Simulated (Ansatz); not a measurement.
MgS (Fm-3m) under hydrostatic pressure: band gap by PBEsol with spin-orbit coupling, rigid bands (plane waves, PAW; Ansatz, a program for electronic structure). The unloaded cell, whose axes the loads refer to:

```cif
data_MgS
_chemical_formula_sum 'Mg1 S1'
_space_group_name_H-M_alt 'P 1'
_space_group_IT_number 1
_cell_length_a 3.66415
_cell_length_b 3.66415
_cell_length_c 3.66415
_cell_angle_alpha 60.000
_cell_angle_beta 60.000
_cell_angle_gamma 60.000
loop_
_space_group_symop_operation_xyz
  'x, y, z'
loop_
_atom_site_label
_atom_site_type_symbol
_atom_site_fract_x
_atom_site_fract_y
_atom_site_fract_z
_atom_site_occupancy
Mg1 Mg 0.00000 0.00000 0.00000 1
S1 S 0.50000 0.50000 0.50000 1
```

```tsv
hydrostatic pressure (GPa)	volume per atom (Å³)	band gap (eV)
-2	17.87	2.642
0	17.39	2.697
2	16.98	?
5	16.43	2.806
10	15.68	2.894
```

### Question
Fit a straight line to band gap against the load over the rows given, and predict the row at 2 GPa.

### Answer
The means are x̄ = 3.250 GPa and ȳ = 2.7597; Σ(x − x̄)(y − ȳ) = 1.809 and Σ(x − x̄)² = 86.75, so the slope is 20.9 meV per GPa, and the rows given lie within 9.8 meV of the line. At 2 GPa the line gives 2.734 eV; the calculation gives 2.744 eV, 0.38 % from it.

### Question
With all rows, what volume deformation potential dE_g/d ln V follows?

### Answer
A line through E_g against ln V has the slope -1.9 eV, so the gap opens under compression.

 Stresses and pressures are the targets of the relaxation. The structure type is held at every load. Geometry: cell and atoms relaxed with PBEsol.
